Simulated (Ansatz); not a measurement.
SnO2 (Pa-3, No. 205, 12 atoms in the cell; start mp-697; a measured phase of this formula has another space group)

Computed with LDA (PAW; Ansatz, a quantum-chemistry and plane-wave program).

Numerical settings: plane-wave cutoff 520 eV, 8×8×8 k mesh, Fermi–Dirac smearing 0.01 eV, scalar-relativistic PAW data made under PBE.

Cell (relaxed at this level):

```cif
data_O8Sn4
_chemical_formula_sum 'Sn4 O8'
_space_group_name_H-M_alt 'Pa-3'
_space_group_IT_number 205
_space_group_name_Hall '-P 2ac 2ab 3'
_cell_length_a 5.06774
_cell_length_b 5.06774
_cell_length_c 5.06774
_cell_angle_alpha 90.000
_cell_angle_beta 90.000
_cell_angle_gamma 90.000
loop_
_atom_site_label
_atom_site_type_symbol
_atom_site_symmetry_multiplicity
_atom_site_Wyckoff_symbol
_atom_site_fract_x
_atom_site_fract_y
_atom_site_fract_z
_atom_site_occupancy
Sn1 Sn 4 a 0.00000 0.00000 0.00000 1
O1 O 8 c 0.33961 0.33961 0.33961 1
```

For SnO2 (Pa-3, No. 205, 12 atoms in the cell; start mp-697; a measured phase of this formula has another space group), the band gap comes out as 1.09 eV and the smallest direct gap on the k points sampled is 1.18 eV.

Spin–orbit coupling is not included.

A start named mp-… is a Materials Project structure, which need not be a measured phase.
